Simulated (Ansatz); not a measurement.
Functionals compared on CH3 on the 1x1 (110) surface of bcc Ta, one in a 2x2 cell, started at the site 'hollow Ta-Ta-Ta', in Ansatz (plane waves, PAW). The structure was relaxed with PBE; the other rows are single points on it, each with its references at the same level. Cutoff 420 eV (500 eV for r2SCAN).

Slab: 20 atoms, 6.8 Å thick at the start under the adsorbate (thin: gaps and levels are the slab's own); k 5x5x1, smearing 0.1 eV, dipole-corrected; 8 atoms held, the rest relaxed; no symmetry held; no spin, no spin-orbit, no U, no dispersion correction. At the end it is bonded to 3 Ta. In PBE it is, or lies within 0.03 eV of, the lowest of the starts that converged. These notes are the PBE run's. Adsorption energies are against CH4(g) − ½ H2(g). A negative adsorption energy means that the adsorbate is more stable on the surface than in its reference.

```json
[
 {"functional": "PBE", "adsorption energy (eV)": "-0.07", "work function of the top face (eV)": "3.76", "change of the work function (eV)": "-1.01", "rough cost of the single point": "–"},
 {"functional": "RPBE", "adsorption energy (eV)": "0.19", "work function of the top face (eV)": "3.65", "change of the work function (eV)": "-1.00", "rough cost of the single point": "around 3 core-minutes (rough)"},
 {"functional": "r2SCAN", "adsorption energy (eV)": "-0.31", "work function of the top face (eV)": "3.78", "change of the work function (eV)": "-1.10", "rough cost of the single point": "very roughly 7 core-minutes"}
]
```

Ansatz is a first-principles code.
